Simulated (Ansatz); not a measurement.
Ga vacancy + O vacancy in beta Ga2O3 (the name describes the start): one set of geometries, relaxed with PBE, evaluated in Ansatz (PAW, plane waves to 420 eV, 500 eV under r2SCAN) with PBE, r2SCAN.

Cell and caveats: 120-site cell; 2×2×2 shifted k-points; start: the Ga(2) site; O(1) 1.97 Å away; charged states image-corrected; finite-size errors of tenths of an eV; relaxed from one start, so a lower configuration may exist; flagged in the runs: a host whose relaxation on this sampling wasn't shown to rest.

| quantity | PBE | r2SCAN |
|---|---|---|
| host gap (eV) | 2.01 | 2.65 |
| neutral formation energy against alpha gallium, O2 molecule in a box (eV) | 9.78 | 10.99 |
| largest moment on one atom at charge 0 (μB) | 0.29 | 0.34 |

PBE narrows the gap by 0.64 eV against r2SCAN, the highest level run.

Ansatz is a quantum-chemistry and plane-wave program.
